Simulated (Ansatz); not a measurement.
Ansatz (a quantum-chemistry and plane-wave program) run on ZnSb₂ (P2, 6 atoms in the cell): self-consistent single point.

Computed with PBEsol, default PAW files made with PBE (plane waves; Ansatz).

```yaml
crystal:
  lattice:
    - [6.79981, 0.00000, 0.00000]
    - [0.00000, 6.79981, 0.00000]
    - [0.00000, 0.00000, 3.21039]
  atoms:
    - { symbol: Zn, position: [0.50000, 0.50000, 0.51557] }
    - { symbol: Zn, position: [0.00000, 0.00000, 0.00000] }
    - { symbol: Sb, position: [0.85289, 0.35289, 0.25000] }
    - { symbol: Sb, position: [0.35289, 0.14711, 0.75000] }
    - { symbol: Sb, position: [0.14711, 0.64711, 0.25000] }
    - { symbol: Sb, position: [0.64711, 0.85289, 0.75000] }
```

Reference input (self-consistent single point, DFT, PBEsol, plane waves, default PAW files made with PBE): basis.ecutwfc = 420 eV; kpoints.mp_grid.grid = 3 3 7; hamiltonian.xc = pbesol; hamiltonian.pseudopotentials = {kind: paw} (the program's default PAW files); scf.occupations.method = gaussian; scf.occupations.width = 0.1 eV. This run's input differs from it in these lines:

Ansatz 0.2 input:
```diff
@@ -16,3 +16,3 @@
 kpoints:
-  mp_grid: { grid: [3, 3, 7] }
+  mp_grid: { grid: [7, 7, 14] }
 hamiltonian:
@@ -21,3 +21,3 @@
 scf:
-  occupations: { method: gaussian, width: 0.1 eV }
+  occupations: { method: gaussian, width: 0.02 eV }
 output:
```

The program printed (abridged):

```
SCF iter   1: F=—  HF=-32193.629830 eV  |F-HF|=—  |Δ(HF+E_count)|=         —  Δρ=2.73e-3  dr2=8.44e-3  ethr=1.77e-3  ⟨swp⟩=8.4  Hψ=44310  notcnv=0  defer=14
all-band conjugate gradients solve this SCF's bands
preconditioner: auto → Kerker (q_TF=auto, 2.481 Å⁻¹)
SCF iter   2: F=—  HF=-32193.623879 eV  |F-HF|=—  |Δ(HF+E_count)|=   5.95e-3  Δρ=1.51e-3  dr2=2.77e-3  ethr=1.00e-5  ⟨swp⟩=3.2  Hψ=22288  notcnv=0  defer=608
   [... lines left out ...]
SCF iter   5: F=—  HF=-32193.622723 eV  |F-HF|=—  |Δ(HF+E_count)|=   2.70e-5  Δρ=1.99e-4  dr2=4.72e-5  ethr=9.10e-8  ⟨swp⟩=2.0  Hψ=17989  notcnv=0  defer=608
SCF iter   6: F=—  HF=-32193.622696 eV  |F-HF|=—  |Δ(HF+E_count)|=   2.67e-5  Δρ=4.67e-5  dr2=3.81e-6  ethr=5.62e-8  ⟨swp⟩=2.0  Hψ=17989  notcnv=0  defer=608
SCF iter   7: F=—  HF=-32193.622695 eV  |F-HF|=—  |Δ(HF+E_count)|=   1.57e-6  Δρ=1.06e-5  dr2=1.63e-7  ethr=4.53e-9  ⟨swp⟩=2.0  Hψ=17989  notcnv=0  defer=608
SCF iter   8: F=-32193.622695 eV  HF=-32193.622695 eV  |F-HF|=1.94e-8  |Δ(HF+E_count)|=   2.76e-8  Δρ=4.11e-6  dr2=3.45e-8  ethr=1.19e-10  ⟨swp⟩=9.5  Hψ=41663  notcnv=0
SCF 1 converged in 8 iterations: F = -32193.622695 eV  dr2 = 3.45e-8
Free energy (F): -32193.622695 eV
Internal energy: -32193.622446 eV  (E = F + TS)
E sigma→0 (E₀):  -32193.622571 eV
Entropy (-TS):   -0.000248 eV (-0.041 meV/atom)
Fermi energy:    10.009200 eV
--- Forces (eV/Å), atoms counted from 1 ---
  atom   1  Zn     0.00000000     0.00000000    -0.00798769
  atom   2  Zn     0.00000000     0.00000000    -0.00204595
  atom   3  Sb    -0.11341388    -0.07340679     0.00254439
  atom   4  Sb    -0.09900406     0.05780695     0.00247259
  atom   5  Sb     0.11341388     0.07340679     0.00254439
  atom   6  Sb     0.09900406    -0.05780695     0.00247259
--- Stress (GPa, compression-positive) ---
       -0.566405       0.079727       0.000000
        0.079727      -0.425353       0.000000
        0.000000       0.000000      -1.633227
  P = ⅓ Tr σ = -0.8750 GPa (-8.750 kbar)
  The stress holds the Pulay correction. Without it, at fixed plane waves, as pw.x and ABINIT print it: P = -0.9249 GPa
```

The run converged in 8 iterations. Against the reference run the free energy rises by 16.2 meV/atom, the pressure goes from -0.63 to -0.87 GPa and the largest force goes from 0.333 to 0.135 eV/Å.

The starting cell comes from a database of computed structures (which also holds hypothetical and non-ambient phases and stackings), without a prior relaxation at this level. Its lattice was rescaled by up to half a per cent. One atom was moved a little off its site on purpose. Ansatz's pressure includes its estimate of the finite-basis (Pulay) stress. The run gives no clean gap (levels at the Fermi energy touch, overlap or are partly filled at this smearing), which alone does not show that the compound is a metal.

Cost on one core of a shared machine: roughly 3 min.
